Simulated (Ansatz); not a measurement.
Base system: Al$_{2}$O$_{3}$ in the corundum structure (space group R-3c, No. 167).

```xyz
10
Lattice="2.4044 1.3882 4.3746 -2.4044 1.3882 4.3746 0.0000 -2.7764 4.3746" Properties=species:S:1:pos:R:3 pbc="T T T"
Al     0.0000     0.0000     8.5023
Al     0.0000     0.0000     1.9404
Al     0.0000     0.0000     4.6215
Al     0.0000     0.0000    11.1835
O      0.7362     1.5013     5.4683
O     -1.6682    -0.1131     5.4683
O     -0.7362    -1.5013     7.6556
O     -0.9321     1.3882     7.6556
O      1.6682     0.1131     7.6556
O      0.9321    -1.3882     5.4683
```

Calculations: DFT with PBE, PAW potentials and a 420 eV plane-wave cutoff in Ansatz (a quantum-chemistry and plane-wave program), no spin-orbit coupling.

Before the change:

```
Property                               Value
---------------------  ---------------------
Volume per atom                      8.76 Å³
Valence-band top at Γ  0.00, -0.03, -0.03 eV
```

One thing is altered: cell and atoms relaxed at a pressure of 4.5 GPa.

Q: What does the calculation give for the volume per atom, mean gap deformation potential ΔEg/Δln V and valence-band top at Γ after the change?

A: The volume per atom drops by 0.16 Å³ to 8.60 Å³; the mean gap deformation potential ΔEg/Δln V is -12.0 eV; the valence-band top at Γ (three highest levels, from the VBM) changes from 0.00, -0.03, -0.03 eV to 0.00, -0.04, -0.04 eV.

Load acts through the strain it causes; cell and atoms are relaxed under it. No phonon test of stability was made.
